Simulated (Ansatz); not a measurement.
A computed series for hypothetical P-6m2 GaN: response to strain

Base system: GaN (space group P-6m2, No. 187; a hypothetical phase, not in the database extracts checked; relaxed with 0.1 eV smearing).

```
GaN
1.0
    2.93926     0.00000     0.00000
   -1.46963     2.54548     0.00000
    0.00000     0.00000     2.65754
Ga N
1 1
Cartesian
  0.00000   0.00000   0.00000
  0.00000   1.69698   1.32877
```

Cartesian axes are those of the cell as printed.

Strains are applied to the cell and any free atomic positions relax.

All numbers come from PBEsol in Ansatz (plane waves to 420 eV, PAW, no spin-orbit coupling).

Candidates:
(a) isotropic strain −5.24 %
(b) uniaxial strain ε_zz = −4.90 %
(c) uniaxial strain ε_xx = +2.68 %
(d) uniaxial strain ε_yy = +0.56 %

Notes on the quantities. energy relative to the base: free energy F.

### Question
Order them by energy relative to the base, lowest first.

### Answer
(d) uniaxial strain ε_yy = +0.56 % (+0.4 meV/atom), (c) uniaxial strain ε_xx = +2.68 % (+7.7 meV/atom), (b) uniaxial strain ε_zz = −4.90 % (+56 meV/atom), (a) isotropic strain −5.24 % (+182 meV/atom)

Stability against distortions was not tested. The final runs are not spin-polarised.

Ansatz is a first-principles code.
